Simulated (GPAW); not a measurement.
## Pressure against volume in rock-salt PbS (space group 225) (GPAW, PBE)

```yaml
crystal:
  lattice:
    - [0.00000, 2.91719, 2.91719]
    - [2.91719, 0.00000, 2.91719]
    - [2.91719, 2.91719, 0.00000]
  atoms:
    - { symbol: Pb, position: [0.00000, 0.00000, 0.00000] }
    - { symbol: S, position: [0.50000, 0.50000, 0.50000] }
```

Method of the run: PBE, GPAW PAW datasets PBE (gpaw-data 1.0.1) (plane waves; GPAW 25.7.0). Settings: mode = pw; ecut = 585 eV; xc = PBE; kpts = 10 10 10; mesh shift (steps) = 0 0 0; occupations.name = fermi-dirac; occupations.width = 0.01 eV; nbands = -4; convergence.density = 1e-05 e/electron; convergence.bands = -2; symmetry.symmorphic = false; symmetry.tolerance = 0.0005; maxiter = 150. The cell above is the first row's. The rows scale it uniformly. In all rows fractional positions and the k mesh are held.

```
V (Å^3/atom)  P (GPa)
------------  -------
24.825              ?
25.365           3.83
25.905           2.43
26.444           1.19
26.984           0.06
27.524          -0.95
28.063          -1.86
28.603          -2.68
29.143          -3.41
```

Taking a cubic for P over the 8 complete rows: With u = V - 27.3, the rows have u = -1.9350, -1.3950, -0.8560, -0.3160, 0.2240, 0.7630, 1.3030, 1.8430. Least squares gives P = -0.546 - 1.8562·u + 0.1854·u² - 0.01199·u³. Residuals (row less fit): 0.003, -0.007, 0.004, 0.001, 0.003, 0.000, -0.004, 0.002; standard error 0.005 (degrees of freedom: 4). The fitted pressure is zero at V0 = 27.01, where dP/dV = -1.965, so B0 = -V0·dP/dV = 53.1 GPa.

Estimate the missing P (V = 24.825); what did the run itself give?

u = -2.4750, so P = -0.546 - 1.8562 × (-2.4750) + 0.1854 × (-2.4750)² - 0.01199 × (-2.4750)³ = 5.366 GPa. The calculation gives 5.37 GPa, which the fit meets to the printed digits. The row lies outside the fitted rows, so this is an extrapolation. From the scatter of the fitted rows alone, a prediction at this place has a standard error of 0.013 GPa, so the miss is 0.3 times that.

Carrying the step between the two nearest rows on in a straight line would have given 5.23, off by 0.14; series whose last step already gives the withheld value aren't shown. The scan was laid around a cell of about the measured size, scaled by a guess for this functional. The runs keep the symmetry of the cell, so they don't test it for distortions. Spin-orbit coupling is off. Cutoffs and mesh are single choices, not tested for convergence of this quantity. Series with a scatter that would blur these digits, or in which a gap closes, are not shown.
